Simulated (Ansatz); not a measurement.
Defect migration in hcp Ru: interstitial S, neutral cell. Calculation: PBE, PAW (plane waves to 420 eV; Ansatz, a program for electronic structure).

Cell of 36 host sites held at the relaxed PBE lattice; a 2×2×2 k-point mesh shifted by half a step along c; Fermi-Dirac width 0.10 eV, spin-restricted; finite-size errors left in. Energies are static. Sites that were not tried may lie lower.

Barriers: single points on a 4×4×4 k-point mesh shifted by half a step along c at the bands' geometries (they differ from the bands' own by up to 0.13 eV, and are uncertain by about as much).

Relaxed starting cell (atoms counted from 1):

```yaml
crystal:
  lattice:
    - [8.16420, 0.00000, 0.00000]
    - [-4.08210, 7.07041, 0.00000]
    - [0.00000, 0.00000, 8.58609]
  atoms:
    - { symbol: Ru, position: [0.12470, 0.25203, 0.13700] }
    - { symbol: Ru, position: [0.11061, 0.22383, 0.62240] }
    - { symbol: Ru, position: [0.11097, 0.55662, 0.12454] }
    - { symbol: Ru, position: [0.10860, 0.55545, 0.62634] }
    - { symbol: Ru, position: [0.12460, 0.87491, 0.13699] }
    - { symbol: Ru, position: [0.11059, 0.88899, 0.62240] }
    - { symbol: Ru, position: [0.44887, 0.22557, 0.12821] }
    - { symbol: Ru, position: [0.44891, 0.22559, 0.61632] }
    - { symbol: Ru, position: [0.44302, 0.55662, 0.12454] }
    - { symbol: Ru, position: [0.44418, 0.55544, 0.62635] }
    - { symbol: Ru, position: [0.44302, 0.88872, 0.12457] }
    - { symbol: Ru, position: [0.44420, 0.89106, 0.62632] }
    - { symbol: Ru, position: [0.77410, 0.22558, 0.12823] }
    - { symbol: Ru, position: [0.77406, 0.22561, 0.61629] }
    - { symbol: Ru, position: [0.77404, 0.55076, 0.12824] }
    - { symbol: Ru, position: [0.77402, 0.55068, 0.61632] }
    - { symbol: Ru, position: [0.74763, 0.87494, 0.13702] }
    - { symbol: Ru, position: [0.77575, 0.88902, 0.62241] }
    - { symbol: Ru, position: [0.22225, 0.11224, 0.37814] }
    - { symbol: Ru, position: [0.25040, 0.12631, 0.86354] }
    - { symbol: Ru, position: [0.22394, 0.45052, 0.38423] }
    - { symbol: Ru, position: [0.22393, 0.45049, 0.87233] }
    - { symbol: Ru, position: [0.22394, 0.77571, 0.38422] }
    - { symbol: Ru, position: [0.22396, 0.77571, 0.87233] }
    - { symbol: Ru, position: [0.55377, 0.11018, 0.37417] }
    - { symbol: Ru, position: [0.55497, 0.11258, 0.87599] }
    - { symbol: Ru, position: [0.55376, 0.44585, 0.37419] }
    - { symbol: Ru, position: [0.55497, 0.44466, 0.87594] }
    - { symbol: Ru, position: [0.54910, 0.77569, 0.38424] }
    - { symbol: Ru, position: [0.54915, 0.77572, 0.87232] }
    - { symbol: Ru, position: [0.88738, 0.11226, 0.37816] }
    - { symbol: Ru, position: [0.87329, 0.12636, 0.86352] }
    - { symbol: Ru, position: [0.88944, 0.44586, 0.37418] }
    - { symbol: Ru, position: [0.88704, 0.44469, 0.87595] }
    - { symbol: Ru, position: [0.88734, 0.77734, 0.37817] }
    - { symbol: Ru, position: [0.87332, 0.74928, 0.86353] }
    - { symbol: S, position: [0.99899, 0.00068, 0.00024] }
```

End state 1 differs by these moves (Å; atoms that move under 0.08 Å are left out):

| atom | element | Δx | Δy | Δz |
|---|---|---|---|---|
| 1 | Ru | 0.00 | -0.20 | -0.07 |
| 2 | Ru | 0.00 | 0.20 | -0.07 |
| 5 | Ru | -0.17 | 0.10 | -0.07 |
| 6 | Ru | 0.17 | -0.10 | -0.07 |
| 17 | Ru | 0.17 | 0.10 | -0.07 |
| 18 | Ru | -0.17 | -0.10 | -0.07 |
| 20 | Ru | 0.00 | 0.00 | 0.20 |
| 21 | Ru | 0.00 | 0.00 | -0.15 |
| 23 | Ru | 0.00 | 0.00 | -0.15 |
| 29 | Ru | 0.00 | 0.00 | -0.15 |
| 32 | Ru | 0.00 | 0.00 | 0.20 |
| 36 | Ru | 0.00 | 0.00 | 0.20 |
| 37 | S | 0.00 | 0.00 | -2.14 |

What forward and backward barriers to end state 1 does PBE, PAW give?

forward 1.56 eV, backward 1.56 eV; at the saddle point atom 37 has neighbours 3 Ru at 1.97 Å. The program found a first-order saddle point.
